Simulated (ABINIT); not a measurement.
Input and output of a self-consistent single point for BaSn3S4 (Pm, 8 atoms in the cell) (ABINIT).

Computed with LDA (PW92), norm-conserving pseudopotentials (PseudoDojo nc-sr-04 LDA standard) (plane waves; ABINIT).

The change in words: lattice scaled by 0.98. Reference geometry:
```
BaSn3S4
1.0
    4.44901     0.00000     0.00000
    0.00000     4.20507     0.00000
   -0.10178     0.00000    11.74555
Ba Sn S
1 3 4
Direct
  0.41811   0.50000   0.61265
  0.14952   0.50000   0.10585
  0.63280   0.00000   0.35863
  0.87009   0.00000   0.87999
  0.48191   0.50000   0.88226
  0.00887   0.50000   0.35101
  0.51747   0.00000   0.14764
  0.92122   0.00000   0.66198
```

Reference input (self-consistent single point, DFT, LDA (PW92), plane waves, norm-conserving pseudopotentials (PseudoDojo nc-sr-04 LDA standard)): pseudos = [Ba.upf, Sn.upf, S.upf]; ecut = 36 Ha; occopt = 3; tsmear = 0.00183747 Ha; ngkpt = 3 4 2; nshiftk = 1; shiftk = 0 0 0; potentials = PseudoDojo nc-sr-04 LDA standard; nband = 48; kptopt = 1; nstep = 60; tolvrs = 1e-11. This run's input differs from it in these lines:

```diff
@@ -3,7 +3,7 @@
 pseudos "Ba.upf, Sn.upf, S.upf"
-acell 4.4490100000 4.2050700000 11.7459900091 Angstrom
+acell 4.3600300000 4.1209690000 11.5110701862 Angstrom
 rprim
-         1.0000000000    0.0000000000    0.0000000000
-         0.0000000000    1.0000000000   -0.0000000000
-        -0.0086654254   -0.0000000000    0.9999624545
+         1.0000000000   -0.0000000000    0.0000000000
+        -0.0000000000    1.0000000000   -0.0000000000
+        -0.0086653976   -0.0000000000    0.9999624547
 natom 8
```

Log, with long lists cut:

```
--- !BeginCycle
solver: {iscf: 7, nstep: 60, nline: 4, wfoptalg: 0, }
tolerances: {tolvrs: 1.00E-11, }
...

     iter   Etot(hartree)      deltaE(h)  residm     vres2
 ETOT  1  -306.30260734305    -3.063E+02 3.494E-01 1.315E+04
 ETOT  2  -308.27902174173    -1.976E+00 1.463E-02 2.579E+02
 ETOT  3  -308.30319289294    -2.417E-02 2.813E-03 1.236E+02
 ETOT  4  -308.30527968006    -2.087E-03 4.280E-03 4.667E+01
 ETOT  5  -308.30588129357    -6.016E-04 9.397E-04 1.233E+01
   [... 12 lines left out ...]
 ETOT 18  -308.30609682572     2.501E-12 3.437E-05 8.292E-10
 ETOT 19  -308.30609682572     2.274E-13 1.315E-05 7.790E-11
 ETOT 20  -308.30609682572    -3.013E-12 1.551E-05 1.492E-10
 ETOT 21  -308.30609682572     6.082E-12 8.797E-06 7.865E-12
 At SCF step   21       vres2   =  7.86E-12 < tolvrs=  1.00E-11 =>converged.

 Cartesian components of stress tensor (hartree/bohr^3)
  sigma(1 1)=  5.80888956E-05  sigma(3 2)=  0.00000000E+00
  sigma(2 2)=  4.76366761E-05  sigma(3 1)= -5.63564063E-06
  sigma(3 3)=  4.24023128E-05  sigma(2 1)=  0.00000000E+00

 ----iterations are completed or convergence reached----

 reduced coordinates (array xred) for    8 atoms
       0.418110000000      0.500000000000      0.612650000000
       0.149520000000      0.500000000000      0.105850000000
       0.632800000000      0.000000000000      0.358630000000
       0.870090000000      0.000000000000      0.879990000000
       0.481910000000      0.500000000000      0.882260000000
       0.008870000000      0.500000000000      0.351010000000
   [... lines left out ...]
 Fermi (or HOMO) energy (eV) =   5.23332   Average Vxc (eV)= -10.07469
   [... lines left out ...]
total_energy        : -3.08306096825717E+02
total_energy_eV     : -8.38943554710292E+03
band_energy         : -2.16667946879694E+01
...

-Cartesian components of stress tensor (GPa)         [Pressure= -1.4527E+00 GPa]
- sigma(1 1)=  1.70903402E+00  sigma(3 2)=  0.00000000E+00
- sigma(2 2)=  1.40151916E+00  sigma(3 1)= -1.65806244E-01
- sigma(3 3)=  1.24751890E+00  sigma(2 1)=  0.00000000E+00

 Calculation completed.
```

The run converged in 21 iterations. Against the reference run the free energy falls by 29.4 meV/atom, the pressure goes from -4.25 to -1.45 GPa, the largest force goes from 0.226 to 0.372 eV/Å and the gap on the mesh goes from 1.294 to 1.272 eV.

The starting cell comes from a database of computed structures (which also holds hypothetical and non-ambient phases and stackings), without a prior relaxation at this level. For this run, on top of that: lattice scaled by 0.98.

Cost on one core of a shared machine: roughly 8 min.
